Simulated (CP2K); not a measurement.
Input and output of a self-consistent single point for the (110) slab of Sb (cut from a parent of space group no. 229; 2 atoms in the cell) (CP2K).

Method of the run: LDA (Pade form), GPW, DZVP-MOLOPT-SR-GTH basis, GTH-PADE potentials (GTH_POTENTIALS) in CP2K.

The change in words: vacuum of 7 angstrom (first run: 14 Å). Reference geometry:
```xyz
2
Lattice="3.2250 0.0000 0.0000 -4.3001 3.0406 0.0000 0.0000 0.0000 16.6333" Properties=species:S:1:pos:R:3 pbc="T T T"
Sb    -1.0750     0.7602     7.0000
Sb    -3.2250     2.2805     9.6333
```

Reference input (self-consistent single point, DFT LDA (Pade form), GPW, DZVP-MOLOPT-SR-GTH basis, GTH-PADE potentials (GTH_POTENTIALS)): CUTOFF = 400 Ry; REL_CUTOFF = 40 Ry; SMEAR/METHOD = GAUSSIAN; SIGMA = 0.1 eV; KPOINTS/SCHEME = MONKHORST-PACK 8 8 1; GAMMA_CENTERED = T; XC_FUNCTIONAL = PADE; Sb/BASIS_SET = DZVP-MOLOPT-SR-GTH-q5; Sb/POTENTIAL = GTH-PADE-q5; METHOD = GPW; EPS_DEFAULT = 1e-11; NGRIDS = 4. This run's input differs from it in these lines:

```diff
@@ -66,3 +66,3 @@
       B -4.30006600 3.04060600 0.00000000
-      C 0.00000000 0.00000000 16.63329500
+      C 0.00000000 0.00000000 9.63328300
       PERIODIC XYZ
@@ -70,4 +70,4 @@
     &COORD
-      Sb      -1.07501650     0.76015150     7.00000577
-      Sb      -3.22504950     2.28045450     9.63328923
+      Sb       2.15003250     0.76015150     3.50000291
+      Sb      -3.22504950     2.28045450     6.13328009
     &END COORD
```

Output, abridged:

```
 SCF WAVEFUNCTION OPTIMIZATION

  Step     Update method      Time    Convergence         Total energy    Change
     1 NoMix/Diag. 0.30E+00      -     2.02561311       -11.2277279263 -1.12E+01
     2 Broy./Diag. 0.30E+00      -     0.00202221       -11.2921574082 -6.44E-02
     3 Broy./Diag. 0.30E+00      -     0.00726219       -11.1975427322  9.46E-02
     4 Broy./Diag. 0.30E+00      -     0.00034609       -11.1831303215  1.44E-02
     5 Broy./Diag. 0.30E+00      -     0.00073622       -11.1703758753  1.28E-02
     6 Broy./Diag. 0.30E+00      -     0.00002387       -11.1688663895  1.51E-03
   [... 3 lines left out ...]
    10 Broy./Diag. 0.30E+00      -     0.00002009       -11.1684526503  1.19E-04
    11 Broy./Diag. 0.30E+00      -     0.00000410       -11.1684023264  5.03E-05
    12 Broy./Diag. 0.30E+00      -     0.00000105       -11.1683811195  2.12E-05
    13 Broy./Diag. 0.30E+00      -     0.00000007       -11.1683772733  3.85E-06
  *** SCF run converged in    13 steps ***

  Overlap energy of the core charge distribution:               0.00000000000687
  Self energy of the core charge distribution:                -23.90633828592188
  Core Hamiltonian energy:                                      4.79426994878034
  Hartree energy:                                              10.67965865843899
  Exchange-correlation energy:                                 -2.73547761657465
  Smearing free energy correction:                             -0.00048997791250
  Fermi energy:                                                 0.06228989505851

  Total energy:                                               -11.16837727330786
  Total energy (extrapolated to sigma->0):                    -11.16813228435161

   [... lines left out ...]

 STRESS| Analytical stress tensor [bar]
 STRESS|                        x                   y                   z
 STRESS|      x       -1.50713186700E+04  -1.15427010551E+04   1.39968723880E-06
 STRESS|      y       -1.15427010551E+04  -2.32332831059E+04  -9.26862609190E-07
 STRESS|      z        1.39968723880E-06  -9.26862609190E-07  -2.99620986242E+04
 STRESS| 1/3 Trace                                            -2.27555668000E+04
```

The run converged in 13 iterations. Against the reference run the free energy drops by 12.6 meV/atom and the largest force goes from 0.575 to 0.543 eV/Å.

The starting cell comes from a database of computed structures (which also holds hypothetical and non-ambient phases and stackings), without a prior relaxation at this level. The slab is cut from that crystal, and its faces are unrelaxed. Its lattice was rescaled by up to half a per cent. Values carry the incompleteness of an atom-centred basis.
